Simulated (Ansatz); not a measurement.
Take SiO₂ in the rutile structure (space group P4_2/mnm, No. 136; a = 4.185 Å, c = 2.669 Å) as the base.

Levels (all Ansatz, a quantum-chemistry and plane-wave program, PAW): r2SCAN (500 eV, spin-orbit coupling left out); HSE06 (420 eV, no spin-orbit coupling).

Its gap is 6.51 eV with r2SCAN and 7.66 eV with HSE06.

Now apply this change: a hydrostatic pressure of 4.5 GPa.

With r2SCAN the gap becomes 6.75 eV.

Task: If the HSE06 correction stayed the same, what would the HSE06 gap be, and what does the HSE06 run give?

Result: A rigid correction of +1.15 eV gives 7.90 eV. The HSE06 run gives 7.90 eV, so the two effects roughly add.

Single points use the geometry relaxed with r2SCAN. Load acts through the strain it causes; cell and atoms are relaxed under it. No phonon test of stability was made.
